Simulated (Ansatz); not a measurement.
The structure below was relaxed with r2SCAN in Ansatz (plane waves to 500 eV, PAW, no spin-orbit coupling).

```yaml
crystal:
  lattice:
    - [-1.57641, 1.57641, 6.67002]
    - [1.57641, -1.57641, 6.67002]
    - [1.57641, 1.57641, -6.67002]
  atoms:
    - { symbol: N, position: [0.92115, 0.42115, 0.50000] }
    - { symbol: N, position: [0.25000, 0.75000, 0.50000] }
    - { symbol: N, position: [0.57885, 0.07885, 0.50000] }
    - { symbol: Ga, position: [0.66481, 0.66481, 0.00000] }
    - { symbol: Al, position: [0.00000, 0.00000, 0.00000] }
    - { symbol: Ga, position: [0.33519, 0.33519, 0.00000] }
```

Task: Find the space group and the Wyckoff positions.

Result: Space group I-4m2 (No. 119); a = 3.1528 Å, b = 3.1528 Å, c = 13.3400 Å, α = 90.00°, β = 90.00°, γ = 90.00°

```tsv
atom	site	symmetry	x	y	z
N	4f	2mm.	0.0000	0.5000	0.0789
N	2d	-4m2	0.5000	0.0000	0.2500
Ga	4e	2mm.	0.0000	0.0000	0.3352
Al	2a	-4m2	0.0000	0.0000	0.0000
```

Each cell is one ordered arrangement of few atoms, which overstates ordering effects compared with a random alloy. Whether these cells are dynamically stable was not tested. The cell was made from AlN by this change: x(Ga) = 0.667, 6 atoms, I-4m2.

Ansatz is a first-principles code.
